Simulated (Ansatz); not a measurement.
Take InP in the zinc blende structure (space group F-43m, No. 216; a = 5.878 Å) as the base. Axes: x, y, z lie along the cube axes.

Computed with PBEsol (Ansatz, a first-principles code; PAW; 420 eV plane waves; without spin-orbit coupling).

For the base:

```
Item                                Result
---------------------  -------------------
Band gap                           0.57 eV
Electron mass              0.046 mₑ (at Γ)
Valence-band top at Γ  0.00, 0.00, 0.00 eV
```

Now apply this change: compressive biaxial strain of 2.00 % in the plane normal to [001], as in epitaxy on a mismatched substrate; the out-of-plane cell vector and the atoms relax.

Problem. Predict the new band gap, electron mass, valence-band top at Γ and out-of-plane strain.

Solution. The band gap increases by 0.02 eV (0.57 eV → 0.59 eV); the electron mass becomes 0.059 mₑ out of plane, 0.048 mₑ in plane (at Γ) (base: 0.046 mₑ (at Γ)); the valence-band top at Γ (three highest levels, from the VBM) changes from 0.00, 0.00, 0.00 eV to 0.00, 0.00, -0.22 eV; the out-of-plane strain comes out as +2.19 %.

Effective masses come from finite differences of ±0.01 Å⁻¹. Whether these cells are dynamically stable was not tested.
